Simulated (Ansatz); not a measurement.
System: GaBi (F-43m, No. 216, 2 atoms in the cell; start mp-1018126). Method: HSE06 (Ansatz, an electronic-structure program, plane waves, PAW).

Input:

Ansatz 0.2 input:
```yaml
crystal:
  lattice:
    - [0.0, 3.1672446631, 3.1672446631]
    - [3.1672446631, 0.0, 3.1672446631]
    - [3.1672446631, 3.1672446631, 0.0]
  atoms:
    - { symbol: Ga, position: [0.25, 0.25, 0.25] }
    - { symbol: Bi, position: [0.0, 0.0, 0.0] }
basis:
  ecutwfc: 460
  ecutrho_ratio: 4
  xc_grid: 2
kpoints:
  mp_grid: { grid: [8, 8, 8] }
hamiltonian:
  xc: hse06
  dispersion: none
  pseudopotentials: { azcp: { folder: ./paw }, kind: paw }
scf:
  occupations: { method: fermi_dirac, width: 0.01 }
  convergence: { dr2_threshold: 0.0000000002 }
output:
  forces: true
  stress: true
  eigenvalues: true
```

Excerpt of the program's output:

```
WARN output.stress: scf.exx.energy_threshold = 1e-6 eV is looser than the 2e-8 eV advised for a stress under a hybrid functional (1e-8 eV for each atom of the …
Crystal: 2 atoms, lattice volume = 63.544 Å³
Basis set: ecut = 460 eV, 1411 PW (Γ), exchange–correlation on 64×64×64 points (8 copies of the dense FFT grid, shifted against one another)
Bands: 18, of which v1, the nominal top of the filled ones, is band 14 counted from 1 (13 counted from 0)
Symmetry: 24 space group operations
Space group: F-43m (ITA 216), of the structure as read, at distance tolerance 4.0e-5 Å
k-points: 29 of 512 (time reversal used)
Initial density: superposition of atomic densities (chi_scale 0.1, normalization cell, long waves kept (reshape's long-wave potential 0.00 eV rms))
SCF iter   1: F=—  HF=-16182.235162 eV  |F-HF|=—  |Δ(HF+E_count)|=         —  Δρ=2.58e-2  dr2=3.37e-1
SCF iter   2: F=—  HF=-16182.215586 eV  |F-HF|=—  |Δ(HF+E_count)|=   1.96e-2  Δρ=1.22e-2  dr2=6.10e-2
  ...
SCF 1 converged in 10 iterations: F = -16182.213156 eV  dr2 = 4.06e-11
Crystal: 2 atoms, lattice volume = 63.544 Å³
Initial density: handed on by an earlier stage of this run
Crystal: 2 atoms, lattice volume = 63.544 Å³
SCF iter   5: F=—  HF=-16186.354671 eV  |F-HF|=—  |Δ(HF+E_count)|=   1.67e-9  Δρ=9.48e-7  dr2=2.36e-10
SCF iter   6: F=-16186.354671 eV  HF=-16186.354671 eV  |F-HF|=1.09e-11  |Δ(HF+E_count)|=  3.64e-12  Δρ=2.29e-7  dr2=1.93e-11
SCF 3 converged in 6 iterations: F = -16186.354671 eV  dr2 = 1.93e-11
Free energy (F): -16186.354671 eV
Internal energy: -16186.354594 eV  (E = F + TS)
E sigma→0 (E₀):  -16186.354632 eV
Fermi energy:    7.530887 eV
--- Stress (GPa, compression-positive) ---
        0.422489      -0.000000      -0.000000
        0.000000       0.422489       0.000000
       -0.000000       0.000000       0.422489
  P = ⅓ Tr σ = 0.4225 GPa (4.225 kbar)
```

The PAW data were made under PBE.

Note: cell and atoms aren't relaxed at this level (pressure 0.4 GPa).

A start named mp-… is a Materials Project structure, which need not be a measured phase.
